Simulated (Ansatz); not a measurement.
GaN, response to strain

Take GaN in the wurtzite structure (space group P6_3mc, No. 186; a = 3.183 Å, c = 5.185 Å) as the base.

Strains are applied to the cell and any free atomic positions relax.

Calculations: Ansatz (an electronic-structure program) PBEsol, no spin-orbit coupling.

Notes on the quantities. pressure: mean of the normal stresses, compression positive.

```
case                      shortest interatomic distance  band gap   pressure
------------------------  -----------------------------  --------  ---------
base                                            1.946 Å   1.88 eV   0.00 GPa
isotropic strain −3.00 %                        1.888 Å   2.47 eV  21.03 GPa
isotropic strain −2.40 %                        1.899 Å   2.35 eV  16.12 GPa
isotropic strain −1.80 %                        1.911 Å   2.23 eV  11.58 GPa
isotropic strain −1.20 %                        1.923 Å   2.11 eV   7.40 GPa
isotropic strain −0.60 %                        1.934 Å   1.99 eV   3.54 GPa
```

Stability against distortions was not tested.
